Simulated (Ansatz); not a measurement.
The reference is SrHfN2 (space group R-3m, No. 166; a = 3.320 Å, c = 17.583 Å (hexagonal axes); a cell from a computed database, its experimental status unchecked). Axes: x lies along a and z along c of the hexagonal cell.

It is then changed as follows: the cell is stretched by 4.17 % along x with no lateral relaxation; the atoms relax in the strained cell.

Levels (all Ansatz, a quantum-chemistry and plane-wave program, PAW): PBEsol (420 eV, spin-orbit coupling left out); r2SCAN (500 eV, no spin-orbit coupling); HSE06 (420 eV, no spin-orbit coupling).

At the geometry relaxed with PBEsol, these levels gave the following band gaps, in shuffled order: (a) 1.08 eV, (b) 0.52 eV, (c) 0.09 eV.

Question: Match each gap to its level.

Answer: (a) HSE06; (b) r2SCAN; (c) PBEsol.

Single points use the geometry relaxed with PBEsol. The hybrid gap comes from the SCF mesh plus the semilocal run's edge points and a few special points and is an upper bound. Spin-orbit coupling, missing from the scalar runs, can matter with Hf. Stability against distortions was not tested. The zero or small gap of SrHfN2 can change with the level of theory.
